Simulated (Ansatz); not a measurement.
PBE against r2SCAN: CoSi2, isotropic strain −0.18 %

Base system: CoSi2 (space group Fm-3m, No. 225; a = 5.361 Å; not spin-polarised; relaxed with 0.1 eV smearing).

(Cell as relaxed with PBE.)

Levels (all Ansatz, an electronic-structure program, PAW): PBE (420 eV, no spin-orbit coupling); r2SCAN (500 eV, without spin-orbit coupling).

Each level relaxes its own structure.

```tsv
base	PBE	r2SCAN
volume per atom	12.84 Å³	12.52 Å³
lattice parameter a	5.361 Å	5.315 Å
band gap	zero	zero
```

Perturbation: the cell is scaled by 0.9982 in all directions; the atoms relax in the strained cell.

```json
[
 {"quantity": "energy relative to the base (free energy F)", "PBE": "+0.2 meV/atom", "r2SCAN": "(withheld)"},
 {"quantity": "pressure", "PBE": "1.0 GPa", "r2SCAN": "(withheld)"}
]
```

**Question.** Predict the r2SCAN column.

**Answer.** 
- energy relative to the base (free energy F), r2SCAN: +0.2 meV/atom
- pressure, r2SCAN: 1.1 GPa

The two agree on the energy relative to the base. Neither level is exact; r2SCAN is the comparison here, not a measurement.

Whether these cells are dynamically stable was not tested. Starting moments died away, wholly or in part, for the base; another magnetic solution may exist. All final runs are without spin polarisation. An odd electron count without spin: CoSi2.
